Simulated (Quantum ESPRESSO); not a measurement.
Parameter sweep on MgZrF₆ (Fm-3m, 8 atoms in the cell)

```xyz
8
Lattice="-3.9880 0.0000 3.9880 0.0000 3.9880 3.9880 -3.9880 3.9880 0.0000" Properties=species:S:1:pos:R:3 pbc="T T T"
Mg    -3.9880     3.9880     3.9880
Zr     0.0000     0.0000     0.0000
F     -3.9880     2.0130     3.9880
F     -3.9880     5.9630     3.9880
F     -2.0130     3.9880     3.9880
F     -5.9630     3.9880     3.9880
F     -3.9880     3.9880     2.0130
F     -3.9880     3.9880     5.9630
```

Base run A: LDA (PZ), GBRV 1.5 ultrasoft (LDA) pseudopotentials in Quantum ESPRESSO, self-consistent single point.

Its settings: ecutwfc = 40 Ry; ecutrho = 320 Ry; occupations = smearing; smearing = fermi-dirac; degauss = 0.000734986 Ry; potentials = {Mg: mg_lda_v1.4.uspp.F.UPF, Zr: zr_lda_v1.uspp.F.UPF, F: f_lda_v1.4.uspp.F.UPF}; K_POINTS = automatic 6 6 6 0 0 0; conv_thr = 1e-10 Ry.

The starting cell comes from a database of computed structures (which also holds hypothetical and non-ambient phases and stackings), without a prior relaxation at this level. In the base run, with a pressure of about -4 GPa the cell is away from its equilibrium volume at this level.

A dash stands where there is no value to compare (another energy zero or no entropy term, no result, no spin, no clean gap, or a mesh too coarse for one). 

Run A gave: pressure (GPa) -3.96; largest force (eV/Å) 0.249; gap on the mesh (eV) 6.812.

Runs:
- B: HUBBARD: default → ortho-atomic; U Zr-4d 1 eV [LDA (PZ)+U]
- C: HUBBARD: default → ortho-atomic; U Zr-4d 2 eV [LDA (PZ)+U]
- D: HUBBARD: default → ortho-atomic; U Zr-4d 3 eV [LDA (PZ)+U]
- E: HUBBARD: default → ortho-atomic; U Zr-4d 4 eV [LDA (PZ)+U]
- F: HUBBARD: default → ortho-atomic; U Zr-4d 5 eV [LDA (PZ)+U]
- G: HUBBARD: default → ortho-atomic; U Zr-4d 6 eV [LDA (PZ)+U]
- H: HUBBARD: default → ortho-atomic; U Zr-4d 7 eV [LDA (PZ)+U]
- I: HUBBARD: default → ortho-atomic; U Zr-4d 8 eV [LDA (PZ)+U]

Q: What does run I change against A?

A: The pressure goes from -3.96 to -0.81 GPa, the largest force goes from 0.249 to 0.383 eV/Å and the gap on the mesh goes from 6.812 to 7.191 eV.

Q: What does run C change against A?

A: The pressure goes from -3.96 to -3.28 GPa, the largest force goes from 0.249 to 0.112 eV/Å and the gap on the mesh goes from 6.812 to 7.085 eV.

```csv
run,pressure (GPa),largest force (eV/Å),gap on the mesh (eV),Hubbard energy (eV/atom)
A,-3.96,0.249,6.812,–
B,-3.63,0.182,6.944,0.096
C,-3.28,0.112,7.085,0.188
D,-2.91,0.038,7.222,0.276
E,-2.53,0.039,7.316,0.360
F,-2.13,0.120,7.285,0.440
G,-1.71,0.204,7.253,0.515
H,-1.27,0.292,7.222,0.585
I,-0.81,0.383,7.191,0.651
```
